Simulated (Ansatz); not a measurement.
Results of r²SCAN (Ansatz, a quantum-chemistry and plane-wave program, PAW) for double-hcp La.

Settings: plane-wave cutoff 560 eV, 18×18×6 k mesh (along the axes of the cell as run), Fermi–Dirac smearing 0.05 eV, scalar-relativistic PAW data made under PBE.

Results at a series of volumes:

```tsv
V (Å³/atom)	E − E_lowest (meV/atom)	P (GPa)
35.782	4.44	0.976
36.527	1.09	0.472
37.272	0.00	0.000
38.018	1.05	-0.445
38.763	4.10	-0.864
```

### Question
Estimate the bulk modulus and its pressure derivative from these points.

### Answer
V0 = 37.272 Å³/atom, B0 = 22.9 GPa, B′ = 2.0 (fit to the energies at full precision).

Shape and atoms are relaxed at each volume.

Measured, for comparison: bulk modulus 27.9 GPa (room temperature, not corrected to a static lattice; as tabulated in Wikipedia's data pages). Computed (rounded) less measured: bulk modulus -18 %.

Note: the bulk modulus comes from volumes at which shape and atoms were relaxed.

Spin–orbit coupling is not included.
